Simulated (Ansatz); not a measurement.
We consider AlB2-type YSi2, described by PBEsol in Ansatz (PAW).

Numerical settings: plane-wave cutoff 520 eV, 18×18×14 k mesh (along the axes of the cell as run), Fermi–Dirac smearing 0.05 eV, scalar-relativistic PAW data made under PBE.

Cell (relaxed at this level):

```yaml
crystal:
  lattice:
    - [4.06493, 0.00000, 0.00000]
    - [-2.03246, 3.52033, 0.00000]
    - [0.00000, 0.00000, 3.89651]
  atoms:
    - { symbol: Y, position: [0.00000, 0.00000, 0.00000] }
    - { symbol: Si, position: [0.33333, 0.66667, 0.50000] }
    - { symbol: Si, position: [0.66667, 0.33333, 0.50000] }
```

Question: Predict the bulk modulus.

Answer: 
* **bulk modulus**: 90.0 GPa

The run finds no gap.

Note: the bulk modulus is −V dP/dV from two relaxed cells at ±2 % in volume; the relaxation could not lower the start's symmetry, so the cell can be a saddle point above a distorted one.

The computed numbers hold no vibrational or temperature effects.

Ansatz is a program for electronic structure.
